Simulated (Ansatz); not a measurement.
The parent structure is BeTe in the zinc blende structure (space group F-43m, No. 216; a = 5.605 Å). Axes: x, y, z lie along the cube axes.

Levels (all Ansatz, an electronic-structure program, PAW, earlier PAW set): PBEsol (420 eV, no spin-orbit coupling); HSE06 (420 eV, without spin-orbit coupling).

Its gap is 1.84 eV with PBEsol and 2.62 eV with HSE06.

The change: uniaxial stress, 8 GPa compression along x; all other stress components relax to zero.

With PBEsol the gap becomes 0.42 eV.

Problem. If the HSE06 correction stayed the same, what would the HSE06 gap be, and what does the HSE06 run give?

Solution. A rigid correction of +0.78 eV gives 1.20 eV. The HSE06 run gives 1.09 eV, so the correction itself changes by -0.11 eV.

Single points use the geometry relaxed with PBEsol. The hybrid gap comes from the SCF mesh plus the semilocal run's edge points and a few special points and is an upper bound. With Te present, leaving out spin-orbit coupling can change the band edges. Load acts through the strain it causes; cell and atoms are relaxed under it. Stability under load was not tested beyond the relaxation.
